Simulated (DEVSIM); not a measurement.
abrupt Si p-n junction

System: abrupt Si p-n junction, at 300 K.

```csv
layer (left to right),material,thickness (μm),Nd (cm⁻³),Na (cm⁻³),τn (s),τp (s)
1,Si,23.0,-,1.2e18,3.4e-7,3.4e-7
2,Si,28.0,2.8e14,-,3.4e-7,3.4e-7
```

Left contact: ohmic. Right contact: ohmic. Voltage is applied to the left contact. Recombination: SRH at mid-gap, radiative, Auger. Mobility is constant in doping.

Constants are typed, rounded textbook-type inputs, not results; the design itself was drawn at random and stands for no fabricated device. Values at 300 K.

```
parameter           Si
-------------  -------
gap (eV)         1.124
affinity (eV)     4.05
permittivity      11.7
Nc (cm⁻³)      2.86e19
Nv (cm⁻³)       3.1e19
μn (cm²/Vs)       1417
μp (cm²/Vs)        470
B (cm³/s)      4.7e-15
Cn (cm⁶/s)     2.8e-31
Cp (cm⁶/s)     9.9e-32
```

Simulated with DEVSIM: 1D drift-diffusion, Boltzmann statistics, complete ionisation; no tunnelling, impact ionisation, image-force lowering or self-heating.

The potential step across the device at zero bias is 0.742 V, the largest field in the device at zero bias comes out as 60000 V/cm and the dark forward voltage at 1 A/cm² comes out as 0.589 V. The dark forward voltage at 100 A/cm² is 0.830 V.

Dark reverse current:

```json
[
 {"V (V)": "-0.40", "J (A/cm²)": "-1.9e-7"},
 {"V (V)": "-1.00", "J (A/cm²)": "-3.6e-7"},
 {"V (V)": "-2.00", "J (A/cm²)": "-5.7e-7"},
 {"V (V)": "-3.00", "J (A/cm²)": "-7.3e-7"},
 {"V (V)": "-4.00", "J (A/cm²)": "-8.7e-7"},
 {"V (V)": "-6.00", "J (A/cm²)": "-1.1e-6"},
 {"V (V)": "-8.00", "J (A/cm²)": "-1.3e-6"},
 {"V (V)": "-10.00", "J (A/cm²)": "-1.5e-6"},
 {"V (V)": "-13.00", "J (A/cm²)": "-1.7e-6"},
 {"V (V)": "-16.00", "J (A/cm²)": "-1.9e-6"},
 {"V (V)": "-20.00", "J (A/cm²)": "-2.2e-6"}
]
```

Dark forward current:

(V (V), J (A/cm²)): (0.05, 9.2e-8); (0.10, 3.5e-7); (0.15, 1.1e-6); (0.20, 4.0e-6); (0.30, 7.7e-5); (0.35, 0.00043); (0.40, 0.0026); (0.45, 0.016); (0.50, 0.091); (0.55, 0.39); (0.60, 1.3); (0.70, 10); (0.75, 26); (0.80, 62); (0.85, 140); (0.90, 260); (0.95, 430); (1.05, 780); (1.10, 930); (1.15, 1100); (1.20, 1200); (1.25, 1300); (1.30, 1300); (1.35, 1400); (1.45, 1600); (1.50, 1600); (1.55, 1700); (1.60, 1700)
